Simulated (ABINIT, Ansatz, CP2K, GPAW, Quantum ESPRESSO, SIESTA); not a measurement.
## Code comparison for CoGa (Pm-3m, 2 atoms in the cell)

Self-consistent single point.

```
CoGa
1.0
    2.88000     0.00000     0.00000
    0.00000     2.88000     0.00000
    0.00000     0.00000     2.88000
Ga Co
1 1
Direct
  0.50000   0.50000   0.50000
  0.00000   0.00000   0.00000
```

All programs got the same cell, k-point mesh and kind of occupations (in Ansatz's words: kpoints.mp_grid.grid = 8 8 8; scf.occupations.method = fermi_dirac; scf.occupations.width = 0.1 eV); potentials, basis and cutoffs are each program's usual ones.

```tsv
code	model	pressure (GPa)	k-points	cutoff
SIESTA	GGA PBE, numerical atomic orbitals DZP, PseudoDojo PBE standard norm-conserving potentials (rewritten from UPF to PSML)	0.48	296	grid 400 Ry
GPAW	PBE, GPAW PAW datasets PBE (gpaw-data 1.0.1)	2.28	35	850 eV
Quantum ESPRESSO	PBE, PseudoDojo standard norm-conserving (PBE) pseudopotentials	0.78	35	100 Ry
CP2K	PBE, GPW, DZVP-MOLOPT-SR-GTH basis, GTH-PBE potentials (GTH_POTENTIALS)	0.70	260	grid 600 Ry
Ansatz	PBE, default PAW files	0.39	35	default
ABINIT	PBE, norm-conserving pseudopotentials (PseudoDojo nc-sr-05 PBE standard)	0.76	35	48 Ha
```

The spread over the programs that give each value: pressure within 1.89 GPa.

The starting cell has typed, rounded lattice constants, without a prior relaxation at this level. On Ansatz's run: Spin polarisation is off.

**Question.** Why do the programs differ, and what cannot be compared?

**Answer.** Differences of this kind can come from the potentials, where these differ, and from what each basis and cutoff leave unconverged. The valence holds different numbers of electrons (SIESTA 30, GPAW 12, Quantum ESPRESSO 30, CP2K 30, Ansatz (a quantum-chemistry and plane-wave program) 30, ABINIT 30). The zero of total energies and Fermi levels follows the potentials and each program's conventions, so they are not compared here. SIESTA and CP2K use small atom-centred bases, whose incompleteness enters pressures, forces and empty levels differently from a plane-wave cutoff. Ansatz's pressure is given at a fixed set of plane waves, as the other plane-wave codes print theirs; with its correction for the finite basis it is 0.51 GPa. The programs reduce the same mesh by symmetry to different extents, which changes the work and not the result. In the pressure, GPAW (by 1.51) lies more than 1 GPa from the median of the plane-wave programs.

Left out of this page: Elk and FLEUR (not drawn, or without a comparable value).

Keys are those of Ansatz 0.2.
